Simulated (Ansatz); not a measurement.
# Sr2TaNO3 (Immm, No. 71, 7 atoms in the cell; start mp-1218704)

Method: HSE06 (Ansatz, an electronic-structure program, PAW).

Settings: plane-wave cutoff 460 eV, 8×8×8 k mesh, Fermi–Dirac smearing 0.01 eV, scalar-relativistic PAW data made under PBE.

Cell (relaxed with PBEsol):

Sr2TaNO3 has the orthorhombic space group Immm (No. 71), Pearson symbol oI14. Lattice parameters: a = 3.9915 Å, b = 4.0503 Å, c = 12.5515 Å, α = 90.00°, β = 90.00°, γ = 90.00°. Sr on 4i is coordinated by 1 O at 2.433 Å and 6 O at 2.721–2.851 Å and 2 N at 2.699 Å. Ta on 2a is surrounded by 4 O at 1.996–2.026 Å and 2 N at 2.025 Å (octahedral). N on 2d is surrounded by 2 Ta at 2.025 Å and 4 Sr at 2.699 Å (octahedral). O1 on 4i is surrounded by 1 Ta at 2.026 Å and 1 Sr at 2.433 Å and 4 Sr at 2.851 Å (octahedral). O2 on 2b has 2 Ta at 1.996 Å and 4 Sr at 2.721 Å (octahedral). (Neighbours: up to the widest gap in distance over summed covalent radii, below 1.35, at either atom; cation-cation and far metal-metal contacts left out.)
(The calculation used a cell of 7 atoms; values per cell refer to that cell.)

* **band gap**: 1.81 eV (on the SCF k mesh)

Note: cell and atoms aren't relaxed at this level (largest force component 0.20 eV/Å, pressure 1.1 GPa).

Spin–orbit coupling is not included.

Computed values are for the static lattice.

It cost about 20 core-minutes (a rough figure) of CPU time.

A start named mp-… is a Materials Project structure, which need not be a measured phase.
